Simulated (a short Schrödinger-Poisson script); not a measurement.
Solved with a short Schrödinger-Poisson script written for these runs: 1D Poisson equation in equilibrium, electrons quantum, Hartree (BenDaniel-Duke, 12 states a valley, the channel's in-plane mass for all, wave functions free to enter the dielectric), parabolic valleys, classical holes, full ionisation, no traps, pinning or gate leakage.

Structure: MOS inversion layer, Al2O3 on p-type Ge(111), at 400 K.

From the gate side: 5.5 nm Al2O3; 790 nm Ge, acceptors 2.7e17 cm⁻³.

Constants are typed, rounded textbook-type inputs, not results; the design itself was drawn at random and stands for no fabricated device. Al2O3: permittivity 9, conduction-band edge (eV) 2.65, gap (eV) 6.8, electron mass (mₑ) 0.3. Ge: permittivity 16, conduction-band edge (eV) 0, gap (eV) 0.664, Nv at 300 K (cm⁻³) 6e18.

Channel valleys (confinement mass, in-plane density-of-states mass, number): L1 1.59, 0.08, 1; L3 0.09, 0.34, 3. At the gate the conduction-band edge of layer 1 lies 2.86 eV − eVg above the Fermi level of the channel; the field vanishes at the back. Gaps are held at their typed values at every temperature. Mesh 0.03 nm at interfaces.

Give the capacitance at Vg = 1.8 V (μF/cm²); the gate voltage at 1e11 electrons/cm² (V); the sheet density of all electrons at Vg = 0.6 V (cm⁻²).

capacitance at Vg = 1.8 V (μF/cm²): 1.25; gate voltage at 1e11 electrons/cm² (V): 0.28; sheet density of all electrons at Vg = 0.6 V (cm⁻²): 1.60e12. Only the L valleys are kept; under strong confinement the Δ valleys of Ge fill too.
